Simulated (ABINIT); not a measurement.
A working ABINIT input for MgAlH₅ (C222_1, 14 atoms in the cell) (DFT, PBEsol, plane waves, norm-conserving pseudopotentials (PseudoDojo nc-sr-04 PBEsol standard)):

```
# MgAlH5, PseudoDojo nc-sr-04 PBEsol standard
pp_dirpath "./"
pseudos "Mg.upf, Al.upf, H.upf"
acell 13.0113881956 13.0113881956 8.0751587785
rprim
         0.3273437820   -0.9449053119    0.0000000000
         0.3273437820    0.9449053119    0.0000000000
         0.0000000000    0.0000000000    1.0000000000
natom 14
ntypat 3
znucl 12 13 1
typat 1 1 2 2 3 3 3 3 3 3 3 3 3 3
xcart
         4.2591970205   -4.4078348314    2.0187896946
         4.2591970205    4.4078348314    6.0563690839
         4.2591970205   10.0588925183    6.0563690839
         4.2591970205  -10.0588925183    2.0187896946
         2.6332059660    2.2644065024    0.2390246998
         5.8851880751   -2.2644065024    4.2766040891
         2.6332059660   -2.2644065024    7.8361340786
         5.8851880751    2.2644065024    3.7985546894
         5.5837221099   -7.5075316898    3.7995237085
         2.9346719311    7.5075316898    7.8371030977
         5.5837221099    7.5075316898    4.2756350700
         2.9346719311   -7.5075316898    0.2380556808
         1.4005943482    0.0000000000    4.0375793892
         7.1177996928   -0.0000000000    0.0000000000
ecut 84 Ry
occopt 3
tsmear 0.00073499
nband 25
kptopt 1
ngkpt 4 4 4
nshiftk 1
shiftk 0.5 0.5 0.5
nstep 60
tolvrs 1.0e-10
prtwf 0
prtden 0
prtvol 1
enunit 2
```

The run converged in 11 iterations: free energy E − TS -3511.36 eV; top of the valence band (on the code's own zero) 1.11 eV; gap on the k-point mesh 3.61 eV; pressure -0.58 GPa; largest force (vector length) 0.052 eV/Å. Each of these slips is then made, one at a time:

(1)
```diff
+cellcharge 1
```

(2)
```diff
+boxcutmin 1
```

### Question
Predict the outcome of each change.

### Answer

(1) An unintended net charge. The run converged in 12 iterations without an error; against the sound input the pressure goes from -0.58 to -8.00 GPa, the largest force goes from 0.052 to 0.236 eV/Å and no clean gap remains on the mesh (levels overlap or are partly filled), against 3.61 eV before.

(2) A density cutoff or grid that is too coarse. The run converged in 11 iterations without an error; against the sound input the free energy drops by 80.4 meV/atom, the pressure goes from -0.58 to 0.49 GPa, the largest force goes from 0.052 to 1.135 eV/Å and the gap on the mesh goes from 3.607 to 3.574 eV.

The starting cell comes from a database of computed structures (which also holds hypothetical and non-ambient phases and stackings), without a prior relaxation at this level. The shifted mesh does not hold Γ, so a gap read on it misses any band edge there.

Left out of this page: 4 runs of the series outside the window shown, repeating another row's setting, or not comparable; 1 run of the series stopped by limits of time or memory.
